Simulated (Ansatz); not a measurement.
# Bi2Te2Se under a change: biaxial strain −4.80 %, plane normal [001], relaxed out of plane

The reference is Bi2Te2Se (space group R-3m, No. 166; a = 4.304 Å, c = 30.843 Å (hexagonal axes); a cell from a computed database, its experimental status unchecked). Axes: x lies along a and z along c of the hexagonal cell.

The change: compressive biaxial strain of 4.80 % in the plane normal to [001], as in epitaxy on a mismatched substrate; the out-of-plane cell vector and the atoms relax.

Computed with Ansatz (a first-principles code), r2SCAN+rVV10, PAW, cutoff 500 eV, no spin-orbit coupling. k-mesh 9×9×9 (Γ-centred); smearing 0.05 eV (Fermi–Dirac).

```json
[
 {"quantity": "space group", "base": "R-3m (No. 166)", "changed": "R-3m (No. 166)", "shift": "–"},
 {"quantity": "shortest interatomic distance", "base": "3.042 Å", "changed": "3.002 Å", "shift": "-0.040 Å"},
 {"quantity": "energy relative to the base (free energy F)", "base": "0 meV/atom", "changed": "+40 meV/atom", "shift": "+40 meV/atom"},
 {"quantity": "pressure (mean of the normal stresses, compression positive)", "base": "0.00 GPa", "changed": "2.83 GPa", "shift": "+2.83 GPa"},
 {"quantity": "band gap", "base": "0.51 eV", "changed": "0.71 eV", "shift": "+0.20 eV"},
 {"quantity": "gap character", "base": "direct at Γ", "changed": "indirect, Γ → k = (0, 1/3, 0.222) in the run's primitive reciprocal basis", "shift": "–"},
 {"quantity": "smallest direct gap", "base": "0.51 eV", "changed": "0.98 eV", "shift": "+0.463 eV"},
 {"quantity": "width of the top valence band", "base": "1.38 eV", "changed": "1.63 eV", "shift": "+0.25 eV"},
 {"quantity": "hole mass", "base": "0.19 mₑ along c, 0.17 mₑ across (at Γ)", "changed": "0.19 mₑ out of plane, 0.32 mₑ in plane (at Γ)", "shift": "–"},
 {"quantity": "valence-band top at Γ (three highest levels, from the VBM)", "base": "0.00, -0.91, -0.91 eV", "changed": "0.00, -0.80, -0.80 eV", "shift": "–"},
 {"quantity": "out-of-plane strain", "base": "–", "changed": "+5.13 %", "shift": "–"},
 {"quantity": "ratio −ε⊥/ε∥", "base": "–", "changed": "1.07", "shift": "–"},
 {"quantity": "mean in-plane stress (compression positive)", "base": "–", "changed": "+4.2 GPa", "shift": "–"}
]
```

Final structure (turned so that z lies along the plane normal):

```xyz
5
Lattice="4.0971 0.0000 0.0000 2.0485 3.5482 0.0000 2.0485 -1.1827 10.8086" Properties=species:S:1:pos:R:3 pbc="T T T"
Bi     6.1456     1.1827     8.8692
Bi     2.0485     1.1827     1.9393
Te     4.0971     0.0000     7.0207
Te     4.0971     2.3655     3.7879
Se     0.0000     0.0000     0.0000
```

Spin-orbit coupling, missing from the scalar runs, can matter with Bi and Te. Masses are band curvatures over ±0.01 Å⁻¹ around the edge. Stability against distortions was not tested.
